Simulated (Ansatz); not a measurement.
The starting structures come from a database of crystals and need not be the phases stable at ambient conditions.

Here is the system:

```yaml
crystal:
  lattice:
    - [3.99359, 0.00000, 0.00000]
    - [0.00000, 6.58611, 0.00000]
    - [1.99680, 0.00000, 3.45855]
  atoms:
    - { symbol: Ga, position: [0.33333, 0.00002, 0.33333] }
    - { symbol: Ga, position: [0.66667, 0.50002, 0.66667] }
    - { symbol: As, position: [0.33333, 0.62598, 0.33333] }
    - { symbol: As, position: [0.66667, 0.12598, 0.66667] }
```

Space group of this cell: P6_3mc, wurtzite. The cell is taken as given.

Computed with r2SCAN (plane waves, PAW; Ansatz, an electronic-structure program).

The current runs along the normal of the first two printed vectors; no spin-orbit coupling. Scaled by the factor s: all lengths (ions clamped). The meshes follow the cell: 10×6×10 and 8×6 across at s = 0.98, 10×6×10 and 8×6 across at s = 1.00, 8×6×8 and 8×6 across at s = 1.02.

```tsv
s	mean pressure (GPa)	slowest mid-gap decay constant κ (1/Å)
0.98	5.0	0.083
1.00	0.0	0.058
1.02	-3.7	?
```

Q: Take the slope of the slowest mid-gap decay constant κ against ln s from the two given rows, extrapolate to s = 1.02, and say what the run there gives.

A: Slope = (0.083 − 0.058) / ln 0.98 = -1.24 1/Å. The line gives 0.058 + (-1.24) × ln 1.02 = 0.033 1/Å. The run gives 0.031 1/Å, 0.002 1/Å under the line, 10 % of the predicted step.
